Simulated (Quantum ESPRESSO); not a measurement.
Quantum ESPRESSO run on BaO (Fm-3m, 2 atoms in the cell): self-consistent single point.

Method of the run: PBE, PSlibrary PAW (PBE, semicore) pseudopotentials (plane waves; Quantum ESPRESSO).

```xyz
2
Lattice="-2.7904 0.0000 2.7904 0.0000 2.7904 2.7904 -2.7904 2.7904 0.0000" Properties=species:S:1:pos:R:3 pbc="T T T"
Ba     0.0000     0.0000     0.0000
O     -2.7904     2.7904     2.7904
```

Reference input (self-consistent single point, DFT, PBE, plane waves, PSlibrary PAW (PBE, semicore) pseudopotentials): ecutwfc = 55 Ry; ecutrho = 330 Ry; occupations = smearing; smearing = gaussian; degauss = 0.0036749 Ry; potentials = {Ba: Ba.pbe-spn-kjpaw_psl.1.0.0.UPF, O: O.pbe-n-kjpaw_psl.0.1.UPF}; K_POINTS = automatic 5 5 5 0 0 0; conv_thr = 1e-10 Ry. This run's input differs from it in these lines:

```diff
@@ -29,3 +29,3 @@
 K_POINTS {automatic}
-5 5 5  0 0 0
+8 8 8  0 0 0
```

Output (repeated stretches shortened):

```
     Self-consistent Calculation

     iteration #  1     ecut=    55.00 Ry     beta= 0.70

     total energy              =    -477.67007488 Ry
     estimated scf accuracy    <       0.72100551 Ry

     iteration #  2     ecut=    55.00 Ry     beta= 0.70

     total energy              =    -477.33711867 Ry
     estimated scf accuracy    <       4.04598293 Ry

     iteration #  3     ecut=    55.00 Ry     beta= 0.70

     total energy              =    -478.07963415 Ry
     estimated scf accuracy    <       0.04808609 Ry

   [... 24 blocks of this kind left out ...]

     iteration # 28     ecut=    55.00 Ry     beta= 0.70

     total energy              =    -478.06924973 Ry
     estimated scf accuracy    <          2.1E-10 Ry

     iteration # 29     ecut=    55.00 Ry     beta= 0.70
     End of self-consistent calculation

     the Fermi energy is     9.3317 ev

!    total energy              =    -478.06924973 Ry
     estimated scf accuracy    <          1.4E-11 Ry
     smearing contrib. (-TS)   =      -0.00000000 Ry
     internal energy E=F+TS    =    -478.06924973 Ry

     convergence has been achieved in  29 iterations

     Forces acting on atoms (cartesian axes, Ry/au):

     atom    1 type  1   force =     0.00000000    0.00000000   -0.00000000
     atom    2 type  2   force =    -0.00000000   -0.00000000    0.00000000

     Total force =     0.000000     Total SCF correction =     0.000000

          total   stress  (Ry/bohr**3)                   (kbar)     P=        3.83
   0.00002600  -0.00000000  -0.00000000            3.83       -0.00       -0.00
  -0.00000000   0.00002600   0.00000000           -0.00        3.83        0.00
  -0.00000000   0.00000000   0.00002600           -0.00        0.00        3.83

   JOB DONE.
```

The run converged in 29 iterations. Against the reference run the free energy is nearly the same (within 1 meV/atom), the pressure hardly changes (0.39 to 0.38 GPa) and the gap on the mesh goes from 2.331 to 2.081 eV.

The starting cell comes from a database of computed structures (which also holds hypothetical and non-ambient phases and stackings), without a prior relaxation at this level.

Cost on one core of a shared machine: roughly 60 s.
